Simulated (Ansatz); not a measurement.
**What isotropic strain −0.85 % does to Ti3MoB4**

The reference is Ti3MoB4 (space group Pm, No. 6; a = 4.5096 Å, b = 3.0354 Å, c = 5.9825 Å, α = 90.00°, β = 90.35°, γ = 90.00°; a cell from a computed database, its experimental status unchecked).

Perturbation: the cell is scaled by 0.9915 in all directions; the atoms relax in the strained cell.

Computed with Kohn–Sham DFT with the PBEsol functional, run in Ansatz (a program for electronic structure) with PAW and 420 eV plane waves, no spin-orbit coupling. Settings: 10×15×8 k-points, 0.05 eV Fermi–Dirac smearing.

```csv
quantity,base,changed,shift
volume per atom,10.24 Å³,9.98 Å³,-0.26 Å³
shortest interatomic distance,3.421 bohr,3.400 bohr,-0.0218 bohr
energy relative to the base (free energy F),0 meV/atom,+5.3 meV/atom,+5.3 meV/atom
"pressure (mean of the normal stresses, compression positive)",0.0 GPa,6.7 GPa,+6.7 GPa
band gap,zero,zero,–
```

Final structure:

```
Ti3MoB4
1.0
    4.47128     0.00000     0.00000
    0.00000     3.00960     0.00000
   -0.03664     0.00000     5.93154
Ti B Mo
3 4 1
Direct
  0.87558   0.50000   0.82474
  0.38013   0.00000   0.67271
  0.11830   0.00000   0.17725
  0.10419   0.50000   0.47016
  0.39678   0.50000   0.97035
  0.89958   0.00000   0.53112
  0.60316   0.00000   0.03152
  0.62227   0.50000   0.32213
```

Whether these cells are dynamically stable was not tested. The final runs are not spin-polarised.
